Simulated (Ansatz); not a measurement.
Results of RPBE (plane waves, PAW; Ansatz, a program for electronic structure) for AlB2-type HfB2.

Run with plane-wave cutoff 520 eV, 24×24×18 k mesh (along the axes of the cell as run), Fermi–Dirac smearing 0.086 eV (set by the program), scalar-relativistic PAW data made under PBE.

Computed at the level's own relaxed cell.

```xyz
3
Lattice="3.1626 0.0000 0.0000 -1.5813 2.7389 0.0000 0.0000 0.0000 3.5080" Properties=species:S:1:pos:R:3 pbc="T T T"
Hf     0.0000     0.0000     0.0000
B      1.5813     0.9130     1.7540
B      0.0000     1.8259     1.7540
```

Task: Give the elastic tensor (Voigt notation, GPa, ions relaxed, in the Cartesian axes of the cell as printed).

Result: 
```
  575.5    62.5   113.6     0.0     0.0     0.0
   62.5   575.5   113.6     0.0     0.0     0.0
  113.6   113.6   427.7     0.0     0.0     0.0
    0.0     0.0     0.0   247.6     0.0     0.0
    0.0     0.0     0.0     0.0   247.6     0.0
    0.0     0.0     0.0     0.0     0.0   256.5
```

Spin–orbit coupling is not included.

Static lattice: no zero-point or thermal effects.
